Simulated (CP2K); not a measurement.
## A series of runs on C3N4 (Cmcm, 28 atoms in the cell)

```yaml
crystal:
  lattice:
    - [7.13293, 0.00000, 0.00000]
    - [-3.56442, 6.17848, 0.00000]
    - [0.00000, 0.00000, 7.13765]
  atoms:
    - { symbol: C, position: [0.67895, 0.67885, 0.25000] }
    - { symbol: C, position: [0.32105, 0.32115, 0.75000] }
    - { symbol: C, position: [0.67885, 0.67895, 0.75000] }
    - { symbol: C, position: [0.32115, 0.32105, 0.25000] }
    - { symbol: C, position: [0.99462, 0.66798, 0.25000] }
    - { symbol: C, position: [0.00538, 0.33202, 0.75000] }
    - { symbol: C, position: [0.66798, 0.99462, 0.75000] }
    - { symbol: C, position: [0.33202, 0.00538, 0.25000] }
    - { symbol: C, position: [0.99455, 0.00545, 0.25000] }
    - { symbol: C, position: [0.00545, 0.99455, 0.75000] }
    - { symbol: C, position: [0.32068, 0.67932, 0.25000] }
    - { symbol: C, position: [0.67932, 0.32068, 0.75000] }
    - { symbol: N, position: [0.44024, 0.55976, 0.25000] }
    - { symbol: N, position: [0.55976, 0.44024, 0.75000] }
    - { symbol: N, position: [0.77903, 0.89509, 0.25000] }
    - { symbol: N, position: [0.22097, 0.10491, 0.75000] }
    - { symbol: N, position: [0.89509, 0.77903, 0.75000] }
    - { symbol: N, position: [0.10491, 0.22097, 0.25000] }
    - { symbol: N, position: [0.77888, 0.56334, 0.25000] }
    - { symbol: N, position: [0.22112, 0.43666, 0.75000] }
    - { symbol: N, position: [0.56334, 0.77888, 0.75000] }
    - { symbol: N, position: [0.43666, 0.22112, 0.25000] }
    - { symbol: N, position: [0.10706, 0.89294, 0.25000] }
    - { symbol: N, position: [0.89294, 0.10706, 0.75000] }
    - { symbol: N, position: [0.10516, 0.56350, 0.25000] }
    - { symbol: N, position: [0.89484, 0.43650, 0.75000] }
    - { symbol: N, position: [0.56350, 0.10516, 0.75000] }
    - { symbol: N, position: [0.43650, 0.89484, 0.25000] }
```

Base run A: PBEsol, GPW, DZVP-MOLOPT-SR-GTH basis, GTH-PBE potentials (GTH_POTENTIALS) in CP2K, self-consistent single point.

Its settings: CUTOFF = 400 Ry; REL_CUTOFF = 50 Ry; SMEAR/METHOD = GAUSSIAN; SIGMA = 0.05 eV; KPOINTS/SCHEME = MACDONALD 3 3 3 0.1666666667 0.1666666667 0.1666666667; XC_FUNCTIONAL = PBE:PBESOL; C/BASIS_SET = DZVP-MOLOPT-SR-GTH-q4; C/POTENTIAL = GTH-PBE-q4; N/BASIS_SET = DZVP-MOLOPT-SR-GTH-q5; N/POTENTIAL = GTH-PBE-q5; METHOD = GPW; EPS_DEFAULT = 1e-10; NGRIDS = 4; SCF_GUESS = ATOMIC; EPS_SCF = 1e-06; MAX_SCF = 100; ADDED_MOS = 21; MIXING/METHOD = BROYDEN_MIXING; MIXING/ALPHA = 0.2; MIXING/NBUFFER = 10.

The starting cell comes from a database of computed structures (which also holds hypothetical and non-ambient phases and stackings), without a prior relaxation at this level. Values carry the incompleteness of an atom-centred basis. The potentials were made for another functional than the one used. Another mesh or the band path of this cell gives a smaller gap, so this value is not converged in the mesh.

ΔF is the free energy per atom less that of run A. 

Run A gave: pressure (GPa) -0.26; largest force (eV/Å) 0.162; gap on the mesh (eV) 1.306; k-points 27.

Runs:
- B: KPOINTS/SCHEME, GAMMA_CENTERED = MONKHORST-PACK 2 2 1, T
- C: KPOINTS/SCHEME, GAMMA_CENTERED = MACDONALD 2 2 1 0 0 0.5, default
- D: KPOINTS/SCHEME, GAMMA_CENTERED = MONKHORST-PACK 2 2 2, T
- E: KPOINTS/SCHEME, GAMMA_CENTERED = MONKHORST-PACK 2 2 2, default
- F: KPOINTS/SCHEME, GAMMA_CENTERED = MONKHORST-PACK 3 3 2, T
- G: KPOINTS/SCHEME, GAMMA_CENTERED = MACDONALD 3 3 2 0.1666666667 0.1666666667 0, default
- H: KPOINTS/SCHEME, GAMMA_CENTERED = MONKHORST-PACK 3 3 3, default
- I: KPOINTS/SCHEME, GAMMA_CENTERED = MACDONALD 3 3 3 0 0 0.1666666667, default

Q: What does run H change against A?

A: The free energy is nearly the same (within 1 meV/atom), the pressure stays at -0.26 GPa, the largest force stays at 0.162 eV/Å and the gap on the mesh goes from 1.306 to 1.149 eV.

Q: What does run C change against A?

A: The free energy goes down by 4.7 meV/atom, the pressure goes from -0.26 to -0.40 GPa, the largest force goes from 0.162 to 0.192 eV/Å and the gap on the mesh goes from 1.306 to 1.368 eV.

```json
[
 {"run": "A", "ΔF (meV/atom)": "0.00", "pressure (GPa)": "-0.26", "largest force (eV/Å)": "0.162", "gap on the mesh (eV)": "1.306", "k-points": "27"},
 {"run": "B", "ΔF (meV/atom)": "5.3", "pressure (GPa)": "-0.13", "largest force (eV/Å)": "0.139", "gap on the mesh (eV)": "1.245", "k-points": "4"},
 {"run": "C", "ΔF (meV/atom)": "-4.7", "pressure (GPa)": "-0.40", "largest force (eV/Å)": "0.192", "gap on the mesh (eV)": "1.368", "k-points": "2"},
 {"run": "D", "ΔF (meV/atom)": "0.83", "pressure (GPa)": "-0.28", "largest force (eV/Å)": "0.160", "gap on the mesh (eV)": "1.232", "k-points": "8"},
 {"run": "E", "ΔF (meV/atom)": "-0.21", "pressure (GPa)": "-0.25", "largest force (eV/Å)": "0.173", "gap on the mesh (eV)": "1.289", "k-points": "4"},
 {"run": "F", "ΔF (meV/atom)": "0.08", "pressure (GPa)": "-0.26", "largest force (eV/Å)": "0.162", "gap on the mesh (eV)": "1.149", "k-points": "10"},
 {"run": "G", "ΔF (meV/atom)": "-0.02", "pressure (GPa)": "-0.26", "largest force (eV/Å)": "0.162", "gap on the mesh (eV)": "1.308", "k-points": "18"},
 {"run": "H", "ΔF (meV/atom)": "0.06", "pressure (GPa)": "-0.26", "largest force (eV/Å)": "0.162", "gap on the mesh (eV)": "1.149", "k-points": "14"},
 {"run": "I", "ΔF (meV/atom)": "0.06", "pressure (GPa)": "-0.26", "largest force (eV/Å)": "0.162", "gap on the mesh (eV)": "1.154", "k-points": "27"}
]
```
